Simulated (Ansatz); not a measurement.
Density of states of BeS (F-43m) below the valence band maximum, r2SCAN with spin-orbit coupling, rigid bands run with Ansatz (a quantum-chemistry and plane-wave program); cell volume 28.9 Å³.

(energy from edge (eV), 10⁻³ states/eV/cell): (0.006, 19.8); (0.031, 59.2); (0.056, 101); (0.081, 140); (0.106, 180); (0.131, 212); (0.156, 239); (0.181, 264); (0.206, 286); (0.231, 307); (0.256, 329); (0.281, 348); (0.319, 378); (0.344, 397); (0.369, 417); (0.394, 436); (0.419, 455); (0.444, 473); (0.469, 492); (0.494, 512); (0.519, 532); (0.544, 553); (0.569, 573); (0.594, 592)

### Question
What effective density of states at 300 K does this give (∫ g(E) exp(−E/k_BT) dE, both spins, divided by the cell's size)?

### Answer
4.6e19 cm⁻³, a density-of-states mass of 1.49 mₑ, valleys and band degeneracy included.

Geometry: cell and atoms relaxed with r2SCAN.
